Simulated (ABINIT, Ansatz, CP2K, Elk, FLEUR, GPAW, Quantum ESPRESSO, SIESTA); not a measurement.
# One structure in several programs: CdF2 (Fm-3m, 3 atoms in the cell)

Self-consistent single point, at a second geometry (lattice scaled by 0.98). First geometry:

```
CELL_PARAMETERS angstrom
      0.00000     2.69500     2.69500
      2.69500     0.00000     2.69500
      2.69500     2.69500     0.00000
ATOMIC_POSITIONS crystal
  Cd 0.00000 0.00000 0.00000
  F  0.25000 0.25000 0.25000
  F  0.75000 0.75000 0.75000
```

Shared settings, as Ansatz (a first-principles code) writes them: kpoints.mp_grid.grid = 7 7 7; scf.occupations.method = fermi_dirac; scf.occupations.width = 0.05 eV. Potentials and cutoffs stand in the table.

| code | model | ΔF from the first geometry (meV/atom) | pressure (GPa) | gap on the mesh (eV) | cutoff |
|---|---|---|---|---|---|
| Elk | PBE, all-electron FP-LAPW, Elk's shipped species files, default APW+lo basis | 49.2 | – | 3.420 | rgkmax 7 |
| FLEUR | PBE, all-electron FLAPW (FLEUR), scalar-relativistic valence | 38.7 | – | 3.487 | Kmax 4.1 1/bohr |
| ABINIT | PBE, PAW (JTH v2.0 PBE PAW) | 43.8 | 12.92 | 3.345 | 24 Ha |
| Quantum ESPRESSO | PBE, SSSP 1.1.2 efficiency (PBE) pseudopotentials | 46.8 | 13.17 | 3.315 | 45 Ry |
| GPAW | PBE, GPAW PAW datasets PBE (gpaw-data 1.0.1) | 42.6 | – | 3.341 | 900 eV |
| CP2K | PBE, GPW, DZVP-MOLOPT-SR-GTH basis, GTH-PBE potentials (GTH_POTENTIALS) | 54.3 | 15.96 | 3.309 | grid 550 Ry |
| SIESTA | GGA PBE, numerical atomic orbitals TZP, PseudoDojo PBE standard norm-conserving potentials (rewritten from UPF to PSML) | 39.9 | 12.92 | 3.427 | grid 350 Ry |
| Ansatz | PBE, default PAW files | 44.1 | 12.85 | 3.377 | 420 eV |

For Quantum ESPRESSO (by 0.4 GPa) the energy change implies a higher mean pressure, against the two pressures, than for the other programs: a sign of finite-basis (Pulay) stress.

A dash marks a value that a program does not give, or that is left out as unsure.

Gaps are read on the mesh.

The spread over the programs that give each value: ΔF from the first geometry within 15.6 meV/atom; pressure within 3.11 GPa; gap on the mesh within 0.178 eV.

CP2K and SIESTA use small atom-centred bases, whose incompleteness enters pressures, forces and empty levels differently from a plane-wave cutoff. Elk and FLEUR treat all electrons, but the usual bases taken here (sphere radii, linearisation, local orbitals, empty states) were not tested for convergence, so the values are no reference for the others. Ansatz's pressure is given at a fixed set of plane waves, as the other plane-wave codes print theirs; with its correction for the finite basis it is 13.55 GPa (the shift of 0.70 GPa shows how far the cutoff is from converged). The pressure of GPAW is left out: its cutoff lies under the one at which its stress was checked. In the pressure, CP2K (by 3.04) lies more than 1 GPa from the median of the plane-wave programs. In the gap, FLEUR (by 0.144) lies more than 0.12 eV from the median of the plane-wave programs.

The starting cell has typed, rounded lattice constants, without a prior relaxation at this level. For this run, on top of that: lattice scaled by 0.98.

Keys are those of Ansatz 0.2.
